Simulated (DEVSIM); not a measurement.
**abrupt Si p-n junction**

System: abrupt Si p-n junction, at 300 K.

```tsv
layer (left to right)	material	thickness (μm)	Nd (cm⁻³)	Na (cm⁻³)	τn (s)	τp (s)
1	Si	0.110	-	1.4e16	0.0001	0.0001
2	Si	270	4.5e16	-	0.0001	0.0001
```

Left contact: ohmic. Right contact: ohmic. Voltage is applied to the left contact. Recombination: SRH at mid-gap, Auger. Gap narrowing is on: ΔEg = 6.92 meV × (l + √(l² + 0.5)), l = ln(N/1.3e17 cm⁻³), shared equally by both band edges. Mobility is μmin + (μ − μmin)/(1 + (N/Nref)^α).

The device is made up for the run: typed textbook-type constants, with dimensions and the other settings drawn at random. Values at 300 K.

```
parameter           Si
-------------  -------
gap (eV)         1.124
affinity (eV)     4.05
permittivity      11.7
Nc (cm⁻³)      2.86e19
Nv (cm⁻³)       3.1e19
μn (cm²/Vs)       1417
μp (cm²/Vs)        470
μn,min              52
μp,min              45
Nref,n          9.7e16
Nref,p          2.2e17
αn                0.68
αp                0.72
Cn (cm⁶/s)     2.8e-31
Cp (cm⁶/s)     9.9e-32
```

Model (solved in DEVSIM): 1D drift-diffusion, Boltzmann statistics, complete ionisation; no tunnelling, impact ionisation, image-force lowering or self-heating.

The potential step across the device at zero bias comes out as 0.757 V and the largest field in the device at zero bias is 57000 V/cm. The dark forward voltage at 1 A/cm² is 0.465 V. The dark forward voltage at 100 A/cm² is 1.008 V.

Small-signal capacitance in reverse bias (quasi-static):

| V (V) | C (nF/cm²) |
|---|---|
| -0.1 | 52.1 |
| -0.25 | 49.4 |
| -0.5 | 45.8 |
| -0.75 | 42.9 |
| -1 | 40.5 |
| -1.5 | 36.6 |
| -2 | 33.7 |
| -2.5 | 31.4 |
| -3.25 | 28.7 |
| -4 | 26.6 |
| -5 | 24.4 |

Dark forward current:

```json
[
 {"V (V)": "0.05", "J (A/cm²)": "3.0e-7"},
 {"V (V)": "0.10", "J (A/cm²)": "2.2e-6"},
 {"V (V)": "0.15", "J (A/cm²)": "1.4e-5"},
 {"V (V)": "0.20", "J (A/cm²)": "9.0e-5"},
 {"V (V)": "0.30", "J (A/cm²)": "0.0034"},
 {"V (V)": "0.35", "J (A/cm²)": "0.021"},
 {"V (V)": "0.40", "J (A/cm²)": "0.12"},
 {"V (V)": "0.45", "J (A/cm²)": "0.65"},
 {"V (V)": "0.50", "J (A/cm²)": "2.7"},
 {"V (V)": "0.55", "J (A/cm²)": "7.6"},
 {"V (V)": "0.60", "J (A/cm²)": "15"},
 {"V (V)": "0.70", "J (A/cm²)": "33"},
 {"V (V)": "0.75", "J (A/cm²)": "44"},
 {"V (V)": "0.80", "J (A/cm²)": "54"},
 {"V (V)": "0.85", "J (A/cm²)": "65"},
 {"V (V)": "0.90", "J (A/cm²)": "76"},
 {"V (V)": "0.95", "J (A/cm²)": "87"},
 {"V (V)": "1.05", "J (A/cm²)": "110"},
 {"V (V)": "1.10", "J (A/cm²)": "120"},
 {"V (V)": "1.15", "J (A/cm²)": "130"},
 {"V (V)": "1.20", "J (A/cm²)": "140"},
 {"V (V)": "1.25", "J (A/cm²)": "160"},
 {"V (V)": "1.30", "J (A/cm²)": "170"},
 {"V (V)": "1.35", "J (A/cm²)": "180"},
 {"V (V)": "1.45", "J (A/cm²)": "200"},
 {"V (V)": "1.50", "J (A/cm²)": "210"},
 {"V (V)": "1.55", "J (A/cm²)": "230"},
 {"V (V)": "1.60", "J (A/cm²)": "240"}
]
```
